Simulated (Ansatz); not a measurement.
C interstitial started as a split pair with C in metastable 2H silicon carbide (start: split with C; 96-site cell, 2×2×2 shifted sampling). Calculation: PBE, PAW (plane waves to 420 eV; Ansatz, an electronic-structure program). Total energies of the localised charge states, counted from that of charge +2, and their image corrections (point charge with alignment); the host's valence-band maximum lies at 9.434 eV on the cells' energy zero and its gap is 2.31 eV.

```csv
charge,moment (μB),E − E(first) (eV),correction (eV)
+2,not spin-polarised,0.000,0.887
+1,1.0,10.404,0.263
0,2.0,21.173,0.000
−1,1.0,32.263,0.073
−2,not spin-polarised,43.415,0.501
```

Problem. Derive the transition levels above the valence-band maximum and say which of them are thermodynamic.

Solution. A level is the Fermi energy at which two charges have equal formation energy: ε(q/q′) = [E(q′) + corr(q′) − E(q) − corr(q)] / (q − q′) − E_VBM.
ε(+2/+1) = [(10.404 + 0.263) − (0.000 + 0.887)] / 1 − 9.434 = 0.35 eV
ε(+1/0) = [(21.173 + 0.000) − (10.404 + 0.263)] / 1 − 9.434 = 1.07 eV
ε(0/−1) = [(32.263 + 0.073) − (21.173 + 0.000)] / 1 − 9.434 = 1.73 eV
ε(−1/−2) = [(43.415 + 0.501) − (32.263 + 0.073)] / 1 − 9.434 = 2.15 eV
Thermodynamic levels at least 0.1 eV inside the gap: (+2/+1) at 0.35 eV; (+1/0) at 1.07 eV; (0/−1) at 1.73 eV; (−1/−2) at 2.15 eV. They hold to tenths of an eV in this cell. Only the charges listed were compared. The geometries come from one start. Flagged in the runs: a host whose relaxation on this sampling wasn't shown to rest, a strain field that reaches the edge of the cell.
